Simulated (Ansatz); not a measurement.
Worked example: self-consistent single point of Y2C (P1, 3 atoms in the cell) in Ansatz (an electronic-structure program).

Method of the run: PBEsol, PAW files made with PBE (plane waves; Ansatz).

The change in words: lattice scaled by 0.98. Reference geometry:
```yaml
crystal:
  lattice:
    - [1.81014, 1.04508, 6.11692]
    - [-1.81014, 1.04508, 6.11692]
    - [0.00000, -2.09016, 6.11692]
  atoms:
    - { symbol: Y, position: [0.77124, 0.73850, 0.71414] }
    - { symbol: Y, position: [0.27971, 0.25504, 0.24502] }
    - { symbol: C, position: [0.94905, 0.00647, 0.04084] }
```

Reference input (self-consistent single point, DFT, PBEsol, plane waves, PAW files made with PBE): basis.ecutwfc = 420 eV; kpoints.mp_grid.grid = 6 6 6; hamiltonian.xc = pbesol; hamiltonian.pseudopotentials = {kind: paw} (an earlier, softer set of the program's PAW files); scf.occupations.method = gaussian; scf.occupations.width = 0.272 eV. This run's input differs from it in these lines:

Ansatz 0.2 input:
```diff
@@ -2,9 +2,9 @@
   lattice:
-    - [1.81013500, 1.04508200, 6.11692300]
-    - [-1.81013500, 1.04508200, 6.11692300]
-    - [0.00000000, -2.09016400, 6.11692300]
+    - [1.77393200, 1.02418000, 5.99458500]
+    - [-1.77393200, 1.02418000, 5.99458500]
+    - [0.00000000, -2.04836100, 5.99458500]
   atoms:
-    - { symbol: Y, position_ang: [0.05926744, 0.08511984, 13.60328437] }
-    - { symbol: Y, position_ang: [0.04466146, 0.04672875, 4.76973800] }
-    - { symbol: C, position_ang: [-0.10392890, -0.13184650, -0.02225948] }
+    - { symbol: Y, position_ang: [0.05808208, 0.08341670, 13.33121971] }
+    - { symbol: Y, position_ang: [0.04376822, 0.04579392, 4.67434359] }
+    - { symbol: C, position_ang: [-0.10185031, -0.12920957, -0.02181429] }
 basis:
```

Output, abridged:

```
SCF iter   1: F=—  HF=-7838.981430 eV  |F-HF|=—  |Δ(HF+E_count)|=         —  Δρ=5.95e-2  dr2=6.25e0  ethr=3.10e-3  ⟨swp⟩=4.6  Hψ=8226  notcnv=0
all-band conjugate gradients solve this SCF's bands
preconditioner: auto → Kerker (q_TF=auto, 2.340 Å⁻¹)
SCF iter   2: F=—  HF=-7837.929633 eV  |F-HF|=—  |Δ(HF+E_count)|=    1.05e0  Δρ=2.31e-2  dr2=9.09e-1  ethr=3.10e-3  ⟨swp⟩=2.0  Hψ=3805  notcnv=0
   [... lines left out ...]
SCF iter   5: F=—  HF=-7837.739172 eV  |F-HF|=—  |Δ(HF+E_count)|=   1.29e-4  Δρ=3.35e-4  dr2=7.25e-5  ethr=6.40e-6  ⟨swp⟩=2.5  Hψ=3383  notcnv=0
SCF iter   6: F=—  HF=-7837.739183 eV  |F-HF|=—  |Δ(HF+E_count)|=   1.09e-5  Δρ=6.21e-5  dr2=2.81e-6  ethr=2.79e-7  ⟨swp⟩=1.6  Hψ=2517  notcnv=0
SCF iter   7: F=—  HF=-7837.739183 eV  |F-HF|=—  |Δ(HF+E_count)|=   8.96e-8  Δρ=1.19e-5  dr2=1.69e-7  ethr=1.08e-8  ⟨swp⟩=1.4  Hψ=2266  notcnv=0
SCF iter   8: F=-7837.739183 eV  HF=-7837.739183 eV  |F-HF|=2.57e-9  |Δ(HF+E_count)|=   2.08e-8  Δρ=2.75e-6  dr2=6.97e-9  ethr=3.85e-10  ⟨swp⟩=5.3  Hψ=7774  notcnv=0
SCF 1 converged in 8 iterations: F = -7837.739183 eV  dr2 = 6.97e-9
Free energy (F): -7837.739183 eV
Internal energy: -7837.653998 eV  (E = F + TS)
E sigma→0 (E₀):  -7837.696590 eV
Entropy (-TS):   -0.085185 eV (-28.395 meV/atom)
Fermi energy:    10.179737 eV
--- Forces (eV/Å), atoms counted from 1 ---
  atom   1  Y     -0.11948106    -0.65648935     0.29836627
  atom   2  Y     -0.71311231    -0.44897252    -0.53030134
  atom   3  C      0.83261017     1.10548230     0.23194473
--- Stress (GPa, compression-positive) ---
        2.985604       0.203885       1.806371
        0.203885       2.402538      -0.636005
        1.806371      -0.636005       3.805902
  P = ⅓ Tr σ = 3.0647 GPa (30.647 kbar)
  The stress holds the Pulay correction. Without it, at fixed plane waves, as pw.x and ABINIT print it: P = 3.0166 GPa
```

The run converged in 8 iterations. Against the reference run the free energy goes up by 2.9 meV/atom, the pressure goes from -2.16 to 3.06 GPa and the largest force goes from 1.097 to 1.403 eV/Å.

The starting cell comes from a database of computed structures (which also holds hypothetical and non-ambient phases and stackings), without a prior relaxation at this level. Its atoms were displaced at random from the sites of space group no. 166. For this run, on top of that: lattice scaled by 0.98. With a pressure of about 3 GPa the cell is away from its equilibrium volume at this level. Forces in this geometry exceed 1 eV/Å. Ansatz's pressure includes its estimate of the finite-basis (Pulay) stress.
